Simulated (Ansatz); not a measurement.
System: HfGeO3 (model structure, started from the PbTiO3 type, P4mm, No. 99, 5 atoms in the cell). Method: PBEsol (Ansatz, a program for electronic structure, plane waves, PAW).

The run printed, among other lines:

```
Relaxation: its limit of steps is 80 (relax.max_steps)
Crystal: 5 atoms, lattice volume = 66.441 Å³
Basis set: ecut = 520 eV, 1815 PW (Γ), exchange–correlation on 60×60×64 points (8 copies of the dense FFT grid, shifted against one another)
Bands: 35, of which v1, the nominal top of the filled ones, is band 29 counted from 1 (28 counted from 0)
Symmetry: 8 space group operations
Space group: P4mm (ITA 99), of the structure as read, at distance tolerance 4.1e-5 Å
k-points: 75 of 512 (time reversal used)
Functional: x = pbesol(κ = 0.804, μ = 0.12345679012345678), c = pbesol(β = 0.046)
SCF iter   1: F=—  HF=-21538.069827 eV  |F-HF|=—  |Δ(HF+E_count)|=         —  Δρ=1.55e-2  dr2=1.39e-1
SCF iter   2: F=—  HF=-21538.038408 eV  |F-HF|=—  |Δ(HF+E_count)|=   3.14e-2  Δρ=3.91e-3  dr2=7.83e-3
  ...
SCF 1 converged in 9 iterations: F = -21538.037022 eV  dr2 = 3.83e-8
Crystal: 5 atoms, lattice volume = 66.441 Å³
Initial density: handed on by an earlier stage of this run
SCF 2 converged in 7 iterations: F = -21538.040460 eV  dr2 = 7.90e-8
Crystal: 5 atoms, lattice volume = 66.441 Å³
SCF 3 converged in 5 iterations: F = -21538.040927 eV  dr2 = 2.54e-7
Crystal: 5 atoms, lattice volume = 66.441 Å³
SCF 4 converged in 4 iterations: F = -21538.040972 eV  dr2 = 3.33e-8
Crystal: 5 atoms, lattice volume = 66.441 Å³
SCF 5 converged in 5 iterations: F = -21538.040977 eV  dr2 = 2.60e-9
Crystal: 5 atoms, lattice volume = 66.441 Å³
SCF 6 converged in 5 iterations: F = -21538.040979 eV  dr2 = 1.29e-9
Crystal: 5 atoms, lattice volume = 66.441 Å³
SCF iter   4: F=—  HF=-21538.040981 eV  |F-HF|=—  |Δ(HF+E_count)|=  1.49e-10  Δρ=3.50e-7  dr2=8.50e-11
SCF iter   5: F=-21538.040981 eV  HF=-21538.040981 eV  |F-HF|=0.00e0  |Δ(HF+E_count)|=  7.28e-12  Δρ=1.51e-7  dr2=4.87e-12
SCF 7 converged in 5 iterations: F = -21538.040981 eV  dr2 = 4.87e-12
SCF converged after 5 iterations
Free energy (F): -21538.040981 eV
Internal energy: -21538.040981 eV  (E = F + TS)
E sigma→0 (E₀):  -21538.040981 eV
Fermi energy:    11.193443 eV
--- Forces (eV/Å), atoms counted from 1 ---
  atom   1  Hf     0.00000000     0.00000000     0.00063163
  atom   2  Ge     0.00000000     0.00000000    -0.00011252
  atom   3  O      0.00000000     0.00000000    -0.00003807
  atom   4  O     -0.00000000    -0.00000000    -0.00003807
  atom   5  O      0.00000000     0.00000000    -0.00044338
--- Stress (GPa, compression-positive) ---
        2.617605       0.000000       0.000000
        0.000000       2.617605      -0.000000
        0.000000      -0.000000       2.621379
  P = ⅓ Tr σ = 2.6189 GPa (26.189 kbar)
```

Write an input file that could have produced this run (the log leaves some choices open).

One answer among several that fit: 
Ansatz 0.2 input:
```yaml
crystal:
  lattice:
    - [3.9691208033, 0.0, 0.0]
    - [0.0, 3.9691208033, 0.0]
    - [0.0, 0.0, 4.2174024743]
  atoms:
    - { symbol: Hf, position: [0.5, 0.5, 0.5691235946] }
    - { symbol: Ge, position: [0.0, 0.0, 0.1899769231] }
    - { symbol: O, position: [0.0, 0.5, 0.4552580615] }
    - { symbol: O, position: [0.5, 0.0, 0.4552580615] }
    - { symbol: O, position: [0.5, 0.5, 1.0205833593] }
basis:
  ecutwfc: 520
  ecutrho_ratio: 4
  xc_grid: 2
kpoints:
  mp_grid: { grid: [8, 8, 8] }
hamiltonian:
  xc: pbesol
  dispersion: none
  pseudopotentials: { kind: paw }
scf:
  occupations: { method: fermi_dirac, width: 0.01 }
output:
  forces: true
  stress: true
  eigenvalues: true
relax:
  f_tol: 0.004
  escape_saddle: false
  max_steps: 80
  cell: { stress_tol: 0.02, fix: [volume] }
```

The cell is one volume of an energy–volume scan, off the minimum.

The PAW data were made under PBE.

Note: the relaxation could raise the start's symmetry but not lower it, so the cell can be a saddle point.

The result took about 110 core-seconds (a rough figure).

A model structure was made by putting elements into a prototype or built by hand; it is no filed structure, need not be a known phase, and can be a saddle point held by its symmetry.
